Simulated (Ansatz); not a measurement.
Structures of equal composition on the (0001) surface of hcp Ti: a layer of Rh in place of the second plane; a layer of Rh in place of the third plane. The slabs share one bottom face, and each structure is named by its start. These are constructed structures in small cells; real faces may alloy, dewet or reconstruct in larger ones, and not all known structures of the face are among them. Slabs of about 12 Å with all that they carry, Fermi-Dirac smearing of 0.1 eV. Bottom of the slabs: a bare face, its two planes held. Relaxed from the named starts with such symmetry as they have, on meshes of like density; energies extrapolated to zero smearing; no spin-orbit coupling, no U. Spin-polarised runs, if any, are marked in brackets, and their order is one that fits the cell; the others ran without spin.

Level of theory: PBE (plane waves to 420 eV, PAW; Ansatz, an electronic-structure program).

Problem. Rank these by energy per 1x1 cell (lowest first), as PBE gives it.

Solution. a layer of Rh in place of the third plane (0.000 eV), a layer of Rh in place of the second plane (0.178 eV)
